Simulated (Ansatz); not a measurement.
## A computed series for Bi2Se3: response to strain

The parent structure is Bi$_{2}$Se$_{3}$ in the Bi2Te3 type structure (space group R-3m, No. 166; a = 4.145 Å, c = 29.266 Å (hexagonal axes)). Axes: x lies along a and z along c of the hexagonal cell.

Strains are applied to the cell and any free atomic positions relax; under biaxial strain the out-of-plane vector relaxes too.

The values are results of r2SCAN+rVV10 in Ansatz (plane waves to 500 eV, PAW, no spin-orbit coupling), not measurements.

```json
[
 {"biaxial strain, plane normal [001], relaxed out of plane (%)": "0", "band gap (eV)": "0.60"},
 {"biaxial strain, plane normal [001], relaxed out of plane (%)": "2.03", "band gap (eV)": "?"},
 {"biaxial strain, plane normal [001], relaxed out of plane (%)": "2.13", "band gap (eV)": "0.44"},
 {"biaxial strain, plane normal [001], relaxed out of plane (%)": "2.47", "band gap (eV)": "0.41"}
]
```

Q: Fit E_g = E₀ + Dε (ε in %) to the rows shown and predict the withheld row.

A: Least squares on the printed values gives E₀ = 0.60 eV, D = -76.3 meV per % of strain (largest residual 0.00 eV); this predicts 0.45 eV, and the run gives 0.45 eV, in agreement.

With Bi present, leaving out spin-orbit coupling can change the band edges. No phonon test of stability was made.

Ansatz is a program for electronic structure.
